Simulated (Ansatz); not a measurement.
**SnCl (P6₃mc, No. 186, 4 atoms in the cell; start mp-978928)**

All values below come from PBEsol in Ansatz (plane waves, PAW).

Numerical settings: plane-wave cutoff 520 eV, 18×18×6 k mesh (along the axes of the cell as run), Fermi–Dirac smearing 0.05 eV, scalar-relativistic PAW data made under PBE.

Cell (relaxed at this level):

```yaml
crystal:
  lattice:
    - [3.39337, 0.00000, 0.00000]
    - [-1.69669, 2.93875, 0.00000]
    - [0.00000, 0.00000, 9.90398]
  atoms:
    - { symbol: Sn, position: [0.33333, 0.66667, 0.31806] }
    - { symbol: Sn, position: [0.66667, 0.33333, 0.81806] }
    - { symbol: Cl, position: [0.33333, 0.66667, 0.05694] }
    - { symbol: Cl, position: [0.66667, 0.33333, 0.55694] }
```

- band gap = none
- bulk modulus = 37.4 GPa

Note: the relaxation could not lower the start's symmetry, so the cell can be a saddle point above a distorted one; the bulk modulus is −V dP/dV from two relaxed cells at ±2 % in volume.

Spin–orbit coupling is not included; it can open a gap where bands touch, and shift volumes and moduli.

A start named mp-… is a Materials Project structure, which need not be a measured phase.

Ansatz is a first-principles code.
